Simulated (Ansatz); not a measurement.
Functionals compared on CO on the 1x1 (111) surface of fcc Pd, one in a 2x2 cell, started at the site 'bridge Pd-Pd (span 2.8 Å)', in Ansatz (plane waves, PAW). The structure was relaxed with PBE; the other rows are single points on it, each with its references at the same level. Cutoff 420 eV (500 eV for r2SCAN).

Model: 18-atom slab, 6.8 Å thick at the start under the adsorbate (thin: gaps and levels are the slab's own), 6x6x1 mesh, Fermi-Dirac 0.1 eV, dipole correction, 8 atoms held, the rest relaxed; held to the start's symmetry, so lower structures may exist; no spin, no spin-orbit, no U, no dispersion correction. At the end it is bonded to 3 Pd. In PBE it is, or lies within 0.03 eV of, the lowest of the starts that converged. These notes are the PBE run's. Adsorption energies are against CO(g). A negative adsorption energy means that the adsorbate is more stable on the surface than in its reference.

```
functional  adsorption energy (eV)  work function of the top face (eV)  change of the work function (eV)         rough cost of the single point
----------  ----------------------  ----------------------------------  --------------------------------  -------------------------------------
PBE                          -1.99                                6.18                              0.95                                      –
RPBE                           ___                                 ___                               ___           very roughly 90 core-seconds
r2SCAN                       -2.18                                6.30                              1.07  about 6 core-minutes (a rough figure)
```

Problem. What belongs in the gaps?

Solution. 
- RPBE, adsorption energy (eV): -1.59
- RPBE, work function of the top face (eV): 6.03
- RPBE, change of the work function (eV): 0.99

Ansatz is a first-principles code.
